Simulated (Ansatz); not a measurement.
Defect migration in 4H silicon carbide with all lengths changed by +1 %: C vacancy, charge state +2. Level of theory: PBE, PAW (plane waves to 420 eV; Ansatz, a first-principles code).

Settings: 72 host sites, the strained lattice (strain from the relaxed PBE one, atoms relaxed), a 2×2×2 k-point mesh shifted by half a step along c, smearing 0.01 eV, spin-restricted, no image-charge correction. Static, classical nuclei. The charge state is imposed; whether it is stable for some Fermi level was not computed. Forms of the defect that were not tried may lie lower.

The step: one C atom jumps into the vacancy from a nearby C site; the atom moves 3.11 Å along (-1.00, -1.00, 0.00) of the unit cell; the moving atom starts with neighbours Si at 1.88, 2 Si at 1.92, Si at 1.94 Å and ends with Si at 1.88, 2 Si at 1.92, Si at 1.94 Å.

Task: What migration barrier of this step does PBE, PAW give?

Result: 5.19 eV, the same both ways. At the saddle the moving atom has neighbours Si at 1.79, 2 Si at 2.23, 2 Si at 2.28 Å. The saddle point's order was not checked, and it lies on a symmetry element of the cell, where a band can be held.
